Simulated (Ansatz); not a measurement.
ZrC, response to strain

The parent structure is ZrC in the rock salt structure (space group Fm-3m, No. 225; a = 4.669 Å; relaxed with 0.1 eV smearing). Axes: x, y, z lie along the cube axes.

Strains are applied to the cell and any free atomic positions relax; under biaxial strain the out-of-plane vector relaxes too.

Level of theory: PBEsol (Ansatz, an electronic-structure program), no spin-orbit coupling.

```tsv
biaxial strain, plane normal [001], relaxed out of plane (%)	out-of-plane strain (%)
0	0.00
0.5	-0.21
1	-0.42
1.5	-0.62
2	-0.82
2.5	?
3	-1.21
```

Fit ε⊥ = −νε + γε² (strains in %) to the rows shown and predict the withheld row.

Least squares on the printed values gives ν = 0.42 (the biaxial Poisson response) and γ = 0.007 (largest residual 0.00 %); this predicts -1.02 %, and the run gives -1.02 %, in agreement.

Stability against distortions was not tested. All final runs are without spin polarisation.
